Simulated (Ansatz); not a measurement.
Worked example: relaxation of cell and atoms of InBi (F-43m, 2 atoms in the cell) in Ansatz (a program for electronic structure).

Level of theory: PBEsol, default PAW files made with PBE (plane waves; Ansatz).

The change in words: atoms on their sites; basis.ecutwfc: 30.9 Ry → 15.4 Ry; relax: default → cell and atoms. Reference geometry:
```
InBi
1.0
    0.00000     3.39369     3.39369
    3.39369     0.00000     3.39369
    3.39369     3.39369     0.00000
In Bi
1 1
Cartesian
  0.02887   0.02887   0.02887
  1.69685   1.69685   1.69685
```

Reference input (self-consistent single point, DFT, PBEsol, plane waves, default PAW files made with PBE): basis.ecutwfc = 30.9 Ry; kpoints.mp_grid.grid = 9 9 9; hamiltonian.xc = pbesol; hamiltonian.pseudopotentials = {kind: paw} (the program's default PAW files); scf.occupations.method = gaussian; scf.occupations.width = 0.0073 Ry. This run's input differs from it in these lines:

Ansatz 0.2 input:
```diff
@@ -6,6 +6,6 @@
   atoms:
-    - { symbol: In, position: [0.004253, 0.004253, 0.004253] }
+    - { symbol: In, position: [0.000000, 0.000000, 0.000000] }
     - { symbol: Bi, position: [0.250000, 0.250000, 0.250000] }
 basis:
-  ecutwfc: 30.9 Ry
+  ecutwfc: 15.4 Ry
 kpoints:
@@ -17,2 +17,4 @@
   occupations: { method: gaussian, width: 0.0073 Ry }
+relax:
+  cell: {}
 output:
```

Log, with long lists cut:

```
   [... SCF lines of the steps left out ...]
relax step   1: F+E_penalty+E_count = -17755.49324493 eV  Δ(F+E_penalty+E_count) = +0.000e0 eV  max|allowed force component| = 1.064e-16 eV/Å  Δτ_max = 0.0000 Å  P = -0.732 GPa  Ω = 78.171 Å³  (8 SCF iters, dr2 threshold 1.00e-7 eV, accepted)
relax step   2: F+E_penalty+E_count = -17757.22609557 eV  Δ(F+E_penalty+E_count) = -1.733e0 eV  max|allowed force component| = 5.551e-17 eV/Å  Δτ_max = 0.0000 Å  P = +18.011 GPa  Ω = 76.063 Å³  energy of the carried Pulay correction = +1.847e0 eV  [...]
   [... lines left out ...]
relax step 120: F+E_penalty+E_count = -17755.47514314 eV  Δ(F+E_penalty+E_count) = +7.221e-3 eV  max|allowed force component| = 5.089e-17 eV/Å  Δτ_max = 0.0000 Å  P = -0.000 GPa  Ω = 76.489 Å³  energy of the carried Pulay correction = -7.223e-3 eV  [...]
relax step 121: F+E_penalty+E_count = -17755.58380962 eV  Δ(F+E_penalty+E_count) = -1.087e-1 eV  max|allowed force component| = 3.238e-17 eV/Å  Δτ_max = 0.0000 Å  P = -0.177 GPa  Ω = 76.489 Å³  stress off target by 1.77e-1 GPa  SCF on the basis [...]
basis re-selected at this cell: Δ(F+E_penalty+E_count) = -1.087e-1 eV, ΔP = -0.176 GPa vs the last step
   [... lines left out ...]
Free energy (F): -17755.583810 eV
Fermi energy:    6.969123 eV
Error: variable-cell relaxation did not converge after 121 `relax_step` rows, as none of its last 53 fresh-basis SCF(s) at a relaxed cell met both thresholds with a finite energy. The last misses `relax.cell.stress_tol`: largest allowed force component 3.24e-17 eV/Å (`relax.f_tol` 1.00e-2 eV/Å), stress off the target on the free part of the cell 1.77e-1 GPa (`relax.cell.stress_tol` 5.00e-2 GPa), F+E_penalty+E_count -17755.58380962 eV. The closest is row 99, whose structure comes with this error. Larger ratio of force or stress to its threshold at each such SCF whose figures are numbers: 13.884, 15.303, 15.443, 16.505, 18.051, 17.202, 12.406, 12.281, 10.106, 11.824, 11.381, 7.126, [...]
   [... lines left out ...]
to start a new deck from the relaxed geometry:
  cell:  # Å, volume = 76.4633 Å³
    - [7.200020907997991e-32, 3.368792636208799, 3.368792636208799]
    - [3.368792636208799, -1.3274766495595079e-33, 3.368792636208799]
    - [3.368792636208799, 3.368792636208799, 9.865805415556714e-32]
  atoms:
    - { symbol: In, position: [2.6994818875685786e-33, 3.334375908645693e-33, 2.813573643683922e-33] }
    - { symbol: Bi, position: [0.25, 0.25, 0.25] }
```

The relaxation ended unconverged. 

The starting cell comes from a database of computed structures (which also holds hypothetical and non-ambient phases and stackings), without a prior relaxation at this level. Its lattice was rescaled by up to half a per cent. The cutoff lies below the one recommended for these files.

Cost on one core of a shared machine: roughly 4 min.
